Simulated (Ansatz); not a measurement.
Worked example: self-consistent single point of NaMgF3 (P4mm, 5 atoms in the cell) in Ansatz (a first-principles code).

Computed with PBEsol, default PAW files made with PBE (plane waves; Ansatz).

```
NaMgF3
1.0
    3.96269     0.00000     0.00000
    0.00000     3.96269     0.00000
    0.00000     0.00000     3.96269
Na Mg F
1 1 3
Direct
  0.00000   0.00000   0.01262
  0.50000   0.50000   0.50000
  0.50000   0.50000   0.00000
  0.00000   0.50000   0.50000
  0.50000   0.00000   0.50000
```

Reference input (self-consistent single point, DFT, PBEsol, plane waves, default PAW files made with PBE): basis.ecutwfc = 420 eV; kpoints.mp_grid.grid = 6 6 6; hamiltonian.xc = pbesol; hamiltonian.pseudopotentials = {kind: paw} (the program's default PAW files); scf.occupations.method = fermi_dirac; scf.occupations.width = 0.01 eV. This run's input differs from it in these lines:

Ansatz 0.2 input:
```diff
@@ -13,3 +13,3 @@
 basis:
-  ecutwfc: 420.0 eV
+  ecutwfc: 145.0 eV
 kpoints:
```

Output, abridged:

```
SCF iter   1: F=—  HF=-5675.750833 eV  |F-HF|=—  |Δ(HF+E_count)|=         —  Δρ=5.31e-1  dr2=7.76e1  ethr=1.77e-3  ⟨swp⟩=6.1  Hψ=4336  notcnv=0
all-band conjugate gradients solve this SCF's bands
preconditioner: auto → Resta (q_TF=auto, 2.535 Å⁻¹)
SCF iter   2: F=—  HF=-5640.879049 eV  |F-HF|=—  |Δ(HF+E_count)|=    3.49e1  Δρ=1.72e-1  dr2=4.93e0  ethr=1.77e-3  ⟨swp⟩=3.3  Hψ=3001  notcnv=0  defer=40
   [... lines left out ...]
SCF iter   8: F=—  HF=-5638.003745 eV  |F-HF|=—  |Δ(HF+E_count)|=   6.71e-6  Δρ=2.53e-4  dr2=3.34e-5  ethr=8.96e-8  ⟨swp⟩=1.0  Hψ=960  notcnv=0  defer=40
SCF iter   9: F=—  HF=-5638.003738 eV  |F-HF|=—  |Δ(HF+E_count)|=   7.25e-6  Δρ=1.35e-4  dr2=9.13e-6  ethr=8.34e-8  ⟨swp⟩=1.0  Hψ=961  notcnv=0  defer=40
SCF iter  10: F=—  HF=-5638.003735 eV  |F-HF|=—  |Δ(HF+E_count)|=   2.48e-6  Δρ=2.85e-5  dr2=4.12e-7  ethr=2.28e-8  ⟨swp⟩=2.1  Hψ=1257  notcnv=0  defer=40
SCF iter  11: F=-5638.003735 eV  HF=-5638.003735 eV  |F-HF|=1.61e-8  |Δ(HF+E_count)|=   1.14e-7  Δρ=7.82e-6  dr2=3.02e-8  ethr=2.50e-10  ⟨swp⟩=7.4  Hψ=3605  notcnv=0
SCF 1 converged in 11 iterations: F = -5638.003735 eV  dr2 = 3.02e-8
Free energy (F): -5638.003735 eV
Internal energy: -5638.003735 eV  (E = F + TS)
E sigma→0 (E₀):  -5638.003735 eV
Fermi energy:    4.041173 eV
--- Forces (eV/Å), atoms counted from 1 ---
  atom   1  Na     0.00000000     0.00000000    -0.02153036
  atom   2  Mg     0.00000000     0.00000000    -0.10509543
  atom   3  F     -0.00000000     0.00000000     0.09506961
  atom   4  F      0.00000000     0.00000000     0.01690814
  atom   5  F      0.00000000     0.00000000     0.01690814
--- Stress (GPa, compression-positive) ---
      -18.382442       0.000000      -0.000000
        0.000000     -18.382442       0.000000
       -0.000000       0.000000     -18.270874
  P = ⅓ Tr σ = -18.3453 GPa (-183.453 kbar)
  The stress holds the Pulay correction. Without it, at fixed plane waves, as pw.x and ABINIT print it: P = -1037.4388 GPa
```

The run converged in 11 iterations. Against the reference run the free energy goes up by 31.8 eV/atom, the pressure goes from -2.84 to -18.35 GPa, the largest force goes from 0.047 to 0.105 eV/Å and the gap on the mesh goes from 5.804 to 5.411 eV.

The starting cell comes from a database of computed structures (which also holds hypothetical and non-ambient phases and stackings), without a prior relaxation at this level. Its lattice was rescaled by up to half a per cent. One atom was moved a little off its site on purpose. Ansatz's pressure includes its estimate of the finite-basis (Pulay) stress. Without the estimate this run gives -1037.44 GPa. The cutoff lies below the one recommended for these files.
